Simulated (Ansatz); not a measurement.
The starting structures come from a database of crystals and need not be the phases stable at ambient conditions.

Inside the gap of an insulator the Bloch states are evanescent, with a wavenumber k + iκ along the transport direction.

Here is the system:

```
Ag2V4O11
1.0
    7.81812     0.00000     0.00000
   -3.10192     8.88377     0.00000
    0.80965    -1.85488     2.92639
V Ag O
4 2 11
Direct
  0.84670   0.57790   0.94350
  0.15330   0.42210   0.05650
  0.85610   0.14990   0.29680
  0.14390   0.85010   0.70320
  0.49180   0.72220   0.83740
  0.50820   0.27780   0.16260
  0.68790   0.68850   0.18880
  0.31210   0.31150   0.81120
  0.71980   0.35640   0.67470
  0.28020   0.64360   0.32530
  0.65680   0.01360   0.19200
  0.34320   0.98640   0.80800
  0.00000   0.00000   0.00000
  0.91060   0.21820   0.87200
  0.08940   0.78180   0.12800
  0.07800   0.40980   0.57570
  0.92200   0.59020   0.42430
```

Space group of this cell: C2/m. The cell is taken as given; by r2SCAN its mean pressure is -2.1 GPa.

Transport runs along the normal of the first two printed cell vectors.

No gap correction and no spin-orbit coupling; mid-gap values are interpolated between computed energies.

Question: Give the band gap and the smallest decay constant κ at mid-gap that r2SCAN in Ansatz (an electronic-structure program) yields.

Answer: Gap 0.76 eV on a 10×10×10 mesh; κ = 0.238 1/Å, at (0.000, 0.500) of the in-plane reciprocal vectors. At the zone centre, at the nearest computed energy, the slowest state has κ = 0.31 1/Å.
